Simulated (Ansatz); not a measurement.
ZnSe under load (space group I-4m2), r2SCAN with spin-orbit coupling, rigid bands in Ansatz (a quantum-chemistry and plane-wave program). Condition of this run: biaxial stress xx = yy = 2 GPa (compression positive) (the target of the relaxation). Band gap 1.76 eV, N_c = 1.18e18 cm⁻³ and N_v = 8.10e18 cm⁻³ at 300 K, conductivity masses along y (a = (0.00, 2.77, 2.91) Å; b = (2.77, 0.00, 2.91) Å; c = (2.77, 2.77, 0.00) Å) of 0.135 mₑ (electrons) and 0.482 mₑ (holes). Take k_BT = 0.02585 eV.

### Question
A film of it is 3 nm thick, with its normal along the direction named. Estimate the confinement energies in an infinite well.

### Answer
ħ²π²/(2m t²) = 0.376 eV·nm²/(m/mₑ × t²) gives 309 meV for electrons and 86.7 meV for holes, so the gap would widen to about 2.16 eV. Finite barriers and nonparabolic bands lower this, and with several valleys or bands the heaviest mass along the normal sets the lowest level, not this average.

### Question
What thermal injection velocity √(2k_BT/πm) limits a ballistic channel along the direction named?

### Answer
1.46e7 cm/s for electrons and 7.75e6 cm/s for holes, a ratio of √(m_h/m_e) = 1.89, for dilute carriers.

### Question
Find the intrinsic carrier density and the intrinsic Fermi level.

### Answer
n_i = √(N_c N_v) exp(−E_g/2k_BT) = 3.09e18 × exp(−34.04) = 5.1e3 cm⁻³. The level lies (k_BT/2) ln(N_v/N_c) = 25 meV from mid-gap (positive towards the conduction band). Each 0.1 eV added to the gap lowers n_i by a factor of 6.9.

Rigid bands with the computed gap; masses take one relaxation time for all states.
